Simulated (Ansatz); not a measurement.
The reference is AlN in the zinc blende structure (space group F-43m, No. 216; a = 4.3698 Å).

Modification: cell and atoms relaxed at a pressure of 2.1 GPa.

All numbers come from r2SCAN, PAW, 500 eV (Ansatz, a program for electronic structure; scalar-relativistic without spin-orbit coupling).

Base, band edges from the VBM (valence, conduction): X -1.81, 3.94; W -2.68, 6.71; L -0.49, 8.18; Γ 0.00, 4.84; K -1.40, 5.83; U -1.40, 5.83 eV.

Q: Give the band edges at the high-symmetry points of the new zone, measured from its valence-band maximum.

A: 
```csv
point,valence edge (eV),conduction edge (eV)
Γ,0.00,4.93
X,-1.82,3.95
U,-1.40,5.85
K,-1.40,5.85
L,-0.49,8.28
W,-2.70,6.74
```

The gap is 3.95 eV, indirect, Γ → X.

Load acts through the strain it causes; cell and atoms are relaxed under it. No phonon test of stability was made. Tetrahedral semiconductors of this kind turn to denser phases somewhere between about 1 and 50 GPa; those were not computed, so compressed cells here can lie past the real transition. This is not the structure that AlN has at room temperature and ambient pressure.
